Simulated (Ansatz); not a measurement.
## CdS: response to strain

Start from CdS in the wurtzite structure (space group P6_3mc, No. 186; a = 4.0741 Å, c = 6.6367 Å). Axes: x lies along a and z along c of the hexagonal cell.

Strains are applied to the cell and any free atomic positions relax.

Level of theory: LDA in Ansatz (plane waves to 420 eV, PAW, no SOC).

Notes on the quantities. energy relative to the base: free energy F.

```csv
uniaxial strain ε_zz (%),energy relative to the base (meV/atom)
0,0.0
0.6,0.3
1.2,1.1
1.8,?
2.4,4.4
3,6.8
```

Q: Fit ΔE = Aε² + Bε³ (ε in %) to the rows shown and predict the withheld row.

A: Least squares on the printed values gives A = 0.789 and B = -0.011 meV/atom (largest residual 0.0 meV/atom); this predicts 2.5 meV/atom, and the run gives 2.5 meV/atom, in agreement.

Whether these cells are dynamically stable was not tested.

Ansatz is a program for electronic structure.
